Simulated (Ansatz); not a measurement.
Structures of equal composition on the (0001) surface of 4H silicon carbide (Si plane on top): (√3x√3)R30° C adatom at H3; (√3x√3)R30° C adatom at T4. The slabs share one bottom face, and each structure is named by its start. These are constructed structures in small cells; real faces may alloy, dewet or reconstruct in larger ones, and not all known structures of the face are among them. Slabs of about 10 Å with all that they carry, Fermi-Dirac smearing of 0.025 eV. Bottom of the slabs: H caps. Relaxed from the named starts with such symmetry as they have, on meshes of like density; energies extrapolated to zero smearing; no spin-orbit coupling, no U. Spin-polarised runs, if any, are marked in brackets, and their order is one that fits the cell; the others ran without spin. Where a second, spin-polarised start was run, the lower counts.

Host crystal: 4H silicon carbide, with a band gap (PBE, scalar-relativistic without spin-orbit coupling).

Computed with r2SCAN, at the PBE geometry (plane waves to 500 eV, PAW; Ansatz, a program for electronic structure).

Q: Order them by energy per 1x1 cell (lowest first) at the level r2SCAN, at the PBE geometry.

A: (√3x√3)R30° C adatom at H3 (0.000 eV [spin, 1.0 μB a cell], gap 1.47 eV on the mesh), (√3x√3)R30° C adatom at T4 (0.076 eV [spin, 0.9 μB a cell], no gap over 0.04 eV on the mesh)
